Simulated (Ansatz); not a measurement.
## A short convergence ladder for Cd2SeS (P3m1, 4 atoms in the cell)

```xyz
4
Lattice="4.3105 0.0000 0.0000 -2.1553 3.7330 0.0000 0.0000 0.0000 7.0289" Properties=species:S:1:pos:R:3 pbc="T T T"
Cd     0.0000     0.0000     3.4458
Cd     0.0000     2.4887     0.0678
Se     0.0000     2.4887     4.3983
S      0.0000     0.0000     0.8602
```

Base method: LDA (PW92), default PAW files made with PBE (plane waves; Ansatz, a first-principles code).

Base settings: basis.ecutwfc = 420 eV; kpoints.mp_grid.grid = 7 7 4; hamiltonian.xc = lda; hamiltonian.pseudopotentials = {kind: paw} (the program's default PAW files); scf.occupations.method = fermi_dirac; scf.occupations.width = 0.05 eV.

Core times come from one kind of shared machine, to one figure; runs under 30 s give none.

**Zone-centre phonons against the cutoff**

In this ladder: scf.occupations.method = fixed; scf.occupations.width = default; phonons.method = dfpt; phonons.dielectric = true; phonons.rigid_motions = translations.

The mesh stays at the base's, so the ladder's end is converged at best in this setting alone.

Frequencies are those of the unrelaxed cell, without the LO-TO term of polar crystals.

Only quantities that move along the ladder and can be compared are tabulated.

ε∞ and Born charges come from denser meshes that the program picks itself.

| basis.ecutwfc | highest zone-centre frequency (cm⁻¹) | lowest optical frequency (cm⁻¹) | largest Born charge (mean of the diagonal) (e) | mean ε∞ | core time / last (rough) |
|---|---|---|---|---|---|
| 210 eV | 216.5 | 37.5 | 2.387 | 7.809 | 1 |
| 250 eV | 230.6 | 44.1 | 2.371 | 7.887 | 0.7 |
| 355 eV | 229.8 | 45.8 | 2.372 | 7.914 | 0.8 |
| 420 eV | 229.7 | 45.8 | 2.372 | 7.914 | 1 |

Coarsest basis.ecutwfc that holds the mean ε∞ within 0.02 of the last step, with all finer ones: 355 eV; the step before is off by 0.027.

Coarsest basis.ecutwfc that holds the lowest optical frequency within 2 cm⁻¹ of the last step, with all finer ones: 250 eV; the step before is off by 8.3 cm⁻¹.

Coarsest basis.ecutwfc that holds the largest Born charge (mean of the diagonal) within 0.01 e of the last step, with all finer ones: 250 eV; the step before is off by 0.015 e.

On the base run: the starting cell comes from a database of computed structures (which also holds hypothetical and non-ambient phases and stackings), without a prior relaxation at this level. Its lattice was rescaled by up to half a per cent. In the base run, with a pressure of about -5 GPa the cell is away from its equilibrium volume at this level.

Keys are those of Ansatz 0.2.
